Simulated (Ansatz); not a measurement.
Carrier properties of SiC under load (space group I-4m2)

Data:

```yaml
crystal:
  lattice:
    - [0.00000, 2.18131, 2.16552]
    - [2.18131, 0.00000, 2.16552]
    - [2.18131, 2.18131, 0.00000]
  atoms:
    - { symbol: Si, position: [0.25000, 0.25000, 0.25000] }
    - { symbol: C, position: [0.00000, 0.00000, 0.00000] }
```

All values below come from r2SCAN with spin-orbit coupling, rigid bands (plane waves, PAW; Ansatz, a quantum-chemistry and plane-wave program). Condition of this run: uniaxial stress zz = 2 GPa (compression positive) (the target of the relaxation). How the cell was made: cell and atoms relaxed with r2SCAN, then loaded as said.

| Quantity | Value |
|---|---|
| band gap | 1.63 eV |
| electron conductivity mass (300 K, dilute) | 0.24 (x), 0.24 (y), 0.52 (z) mₑ |
| hole conductivity mass (300 K, dilute) | 0.70 (x), 0.70 (y), 0.67 (z) mₑ |
| effective density of states N_c (300 K) | 5.3e18 cm⁻³ |
| effective density of states N_v (300 K) | 5.3e19 cm⁻³ |
| density-of-states mass, electrons | 0.35 mₑ |
| density-of-states mass, holes | 1.65 mₑ |
| Seebeck coefficient, n-type 1e19 cm⁻³, 300 K | -218 μV/K |
| best n-type power factor at 300 K for τ = 10 fs (best axis; densities from 1e16 to 1e21 cm⁻³ tried, whether or not they can be reached) | 7.3 μW/(cm·K²) at 1e20 cm⁻³ |
| Seebeck coefficient, p-type 1e19 cm⁻³, 300 K | 425 μV/K |
| best p-type power factor at 300 K for τ = 10 fs (best axis; densities from 1e16 to 1e21 cm⁻³ tried, whether or not they can be reached) | 30 μW/(cm·K²) at 3e20 cm⁻³ |

Rigid bands; masses and Seebeck coefficients take one relaxation time τ for all states and one kind of carrier; polarons and phonon drag are left out.
